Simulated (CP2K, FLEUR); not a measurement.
A FLEUR input for a self-consistent single point of LaPb₃ (Pm-3m, 4 atoms in the cell) (DFT, PBEsol, all-electron FLAPW (FLEUR), scalar-relativistic valence):

Input of the input generator:

```
LaPb3 FLAPW
&input film=f /
9.3154351670 0.0000000000 0.0000000000
0.0000000000 9.3154351670 0.0000000000
0.0000000000 0.0000000000 9.3154351670
1.0
1.0 1.0 1.0

4
57 0.0000000000 0.0000000000 0.0000000000
82 0.0000000000 0.5000000000 0.5000000000
82 0.5000000000 0.0000000000 0.5000000000
82 0.5000000000 0.5000000000 0.0000000000

&comp jspins=1 /
&exco xctyp='PBEs' /
&kpt div1=7 div2=7 div3=7 /
&end /
```

```xml
<?xml version="1.0" encoding="UTF-8" standalone="no"?>
<fleurInput fleurInputVersion="0.39">
   <comment>
      LaPb3 FLAPW                                                                                         
   </comment>
   <calculationSetup>
      <cutoffs Kmax="3.8" Gmax="11.4" GmaxXC="11.4" numbands="0"/>
      <scfLoop itmax="80" minDistance="0.00001" maxIterBroyd="40" imix="Anderson" alpha="0.05" precondParam="0.0" spinf="2.0"/>
      <coreElectrons ctail="T" frcor="F" kcrel="0" coretail_lmax="0"/>
      <xcFunctional name="PBEs" relativisticCorrections="F"/>
      <magnetism jspins="1"/>
      <soc l_soc="F" theta="0.0" phi="0.0" spav="F"/>
      <expertModes spex="0" secvar="F"/>
      <geometryOptimization l_f="T" forcealpha="1.0" forcemix="BFGS" epsdisp="0.00001" epsforce="0.00001"/>
      <ldaU l_linMix="F" mixParam="0.05" spinf="1.0"/>
   </calculationSetup>
   <cell>
      <bzIntegration valenceElectrons="53.0" mode="gauss" fermiSmearingEnergy="0.00499791">
         <kPointListSelection listName="default-1"/>
         <!-- k-points included here -->
         <xi:include xmlns:xi="http://www.w3.org/2001/XInclude" href="kpts.xml"> </xi:include>
      </bzIntegration>
      <!-- symmetry operations included here -->
      <xi:include xmlns:xi="http://www.w3.org/2001/XInclude" href="sym.xml"> </xi:include>
      <bulkLattice scale="1.0">
         <bravaisMatrix>
            <row-1>    9.3154351670000004     0.0000000000000000     0.0000000000000000</row-1>
            <row-2>    0.0000000000000000     9.3154351670000004     0.0000000000000000</row-2>
            <row-3>    0.0000000000000000     0.0000000000000000     9.3154351670000004</row-3>
         </bravaisMatrix>
      </bulkLattice>
   </cell>
   <atomSpecies>
      <species name="Lanthanum (La)" element="La" atomicNumber="57">
         <mtSphere radius="2.68" gridPoints="925" logIncrement="0.014"/>
         <atomicCutoffs lmax="10" lnonsphr="8"/>
         <electronConfig flipSpins="F">
            <coreConfig>(1s1/2) (2s1/2) (2p1/2) (2p3/2) (3s1/2) (3p1/2) (3p3/2) (4s1/2) (3d3/2) (3d5/2) (4p1/2) (4p3/2) (4d3/2) (4d5/2)</coreConfig>
            <valenceConfig>(5s1/2) (5p1/2) (5p3/2) (6s1/2) (5d3/2) (5d5/2)</valenceConfig>
            <stateOccupation state="(5d3/2)" spinUp="0.2" spinDown="0.2"/>
            <stateOccupation state="(5d5/2)" spinUp="0.3" spinDown="0.3"/>
         </electronConfig>
         <energyParameters s="6" p="6" d="5" f="4"/>
         <lo type="SCLO" l="0" n="5" eDeriv="0"/>
         <lo type="SCLO" l="1" n="5" eDeriv="0"/>
      </species>
      <species name="Lead (Pb)" element="Pb" atomicNumber="82">
         <mtSphere radius="2.68" gridPoints="925" logIncrement="0.015"/>
         <atomicCutoffs lmax="10" lnonsphr="8"/>
         <electronConfig flipSpins="F">
            <coreConfig>(1s1/2) (2s1/2) (2p1/2) (2p3/2) (3s1/2) (3p1/2) (3p3/2) (4s1/2) (3d3/2) (3d5/2) (4p1/2) (4p3/2) (5s1/2) (4d3/2) (4d5/2) (4f5/2) (4f7/2) (5p1/2) (5p3/2)</coreConfig>
            <valenceConfig>(6s1/2) (5d3/2) (5d5/2) (6p1/2) (6p3/2)</valenceConfig>
            <stateOccupation state="(6p1/2)" spinUp="0.3333333333333" spinDown="0.3333333333333"/>
            <stateOccupation state="(6p3/2)" spinUp="0.6666666666667" spinDown="0.6666666666667"/>
         </electronConfig>
         <energyParameters s="6" p="6" d="6" f="5"/>
         <lo type="SCLO" l="2" n="5" eDeriv="0"/>
      </species>
   </atomSpecies>
   <atomGroups>
      <atomGroup species="Lanthanum (La)">
         <relPos label="                   1">.0000000000 .0000000000 .0000000000</relPos>
         <force calculate="T" relaxXYZ="TTT"/>
      </atomGroup>
      <atomGroup species="Lead (Pb)">
         <relPos label="                   2">.0000000000 1.000/2.000 1.000/2.000</relPos>
         <relPos label="                   3">1.000/2.000 .0000000000 1.000/2.000</relPos>
         <relPos label="                   4">1.000/2.000 1.000/2.000 .0000000000</relPos>
         <force calculate="T" relaxXYZ="TTT"/>
      </atomGroup>
   </atomGroups>
   <output dos="F" band="F" slice="F">
      <checks vchk="F" cdinf="F"/>
      <bandDOS minEnergy="-.5*Htr" maxEnergy="0.5*Htr" sigma="0.015" storeEVData="T"/>
      <vacuumDOS vacdos="F" integ="F" star="F" nstars="0" locx1="0.0" locy1="0.0" locx2="0.0" locy2="0.0" nstm="0" tworkf="0.0"/>
      <unfoldingBand unfoldBand="F" supercellX="1" supercellY="1" supercellZ="1"/>
      <plotting iplot="0" polar="F">
         <plot TwoD="T" vec1="  1.0  0.0  0.0" vec2="  0.0  1.0  0.0" vec3="  0.0  0.0  1.0" zero="  0.0  0.0  0.0" file="plot"/>
      </plotting>
      <chargeDensitySlicing numkpt="0" minEigenval="0.0" maxEigenval="0.0" nnne="0" pallst="F"/>
      <specialOutput eonly="F"/>
      <magneticCircularDichroism mcd="F" energyLo="-10.0" energyUp="0.0"/>
   </output>
  <!-- We include the file relax.xml here to enable relaxations (see documentation) -->
  <xi:include xmlns:xi="http://www.w3.org/2001/XInclude" href="relax.xml"> <xi:fallback/> </xi:include>
</fleurInput>
```

Task: Give the CP2K input for the same structure, mesh, smearing and functional.

Result: One input that does it (others would too):

```
&GLOBAL
  PROJECT calc
  RUN_TYPE ENERGY_FORCE
  PRINT_LEVEL LOW
&END GLOBAL
&FORCE_EVAL
  METHOD Quickstep
  STRESS_TENSOR ANALYTICAL
  &DFT
    BASIS_SET_FILE_NAME BASIS_MOLOPT
    BASIS_SET_FILE_NAME BASIS_MOLOPT_UCL
    POTENTIAL_FILE_NAME GTH_POTENTIALS
    &QS
      METHOD GPW
      EPS_DEFAULT 1E-10
    &END QS
    &MGRID
      CUTOFF 500
      REL_CUTOFF 40
      NGRIDS 5
    &END MGRID
    &SCF
      SCF_GUESS ATOMIC
      EPS_SCF 1E-6
      MAX_SCF 100
      ADDED_MOS 5
      &DIAGONALIZATION
        ALGORITHM STANDARD
      &END DIAGONALIZATION
      &MIXING
        METHOD BROYDEN_MIXING
        ALPHA 0.3
        NBUFFER 12
        BETA 1
      &END MIXING
      &SMEAR ON
        METHOD GAUSSIAN
        SIGMA [eV] 0.136
      &END SMEAR
    &END SCF
    &KPOINTS
      SCHEME MONKHORST-PACK 7 7 7
    &END KPOINTS
    &XC
      &XC_FUNCTIONAL
        &PBE
          PARAMETRIZATION PBESOL
        &END PBE
      &END XC_FUNCTIONAL
    &END XC
    &PRINT
      &MO
        EIGENVALUES T
        OCCUPATION_NUMBERS T
        NDIGITS 8
        FILENAME mo
        &EACH
          QS_SCF 0
        &END EACH
        ADD_LAST NUMERIC
      &END MO
      &MULLIKEN OFF
      &END MULLIKEN
    &END PRINT
  &END DFT
  &SUBSYS
    &CELL
      A 4.92951600 0.00000000 0.00000000
      B 0.00000000 4.92951600 0.00000000
      C 0.00000000 0.00000000 4.92951600
      PERIODIC XYZ
    &END CELL
    &COORD
      SCALED
      La       0.00000000     0.00000000     0.00000000
      Pb       0.00000000     0.50000000     0.50000000
      Pb       0.50000000     0.00000000     0.50000000
      Pb       0.50000000     0.50000000     0.00000000
    &END COORD
    &KIND La
      BASIS_SET DZVP-MOLOPT-SR-GTH-q11
      POTENTIAL GTH-PBE-q11
    &END KIND
    &KIND Pb
      BASIS_SET DZVP-MOLOPT-SR-GTH-q4
      POTENTIAL GTH-PBE-q4
    &END KIND
  &END SUBSYS
  &PRINT
    &FORCES ON
    &END FORCES
    &STRESS_TENSOR ON
    &END STRESS_TENSOR
  &END PRINT
&END FORCE_EVAL
```

Basis settings and potentials, where a program has them, do not carry over. This input uses DFT PBEsol, GPW, DZVP-MOLOPT-SR-GTH basis, GTH-PBE potentials (GTH_POTENTIALS).

The starting cell comes from a database of computed structures (which also holds hypothetical and non-ambient phases and stackings), without a prior relaxation at this level. Its lattice was rescaled by a random factor within 2.5 % of one.
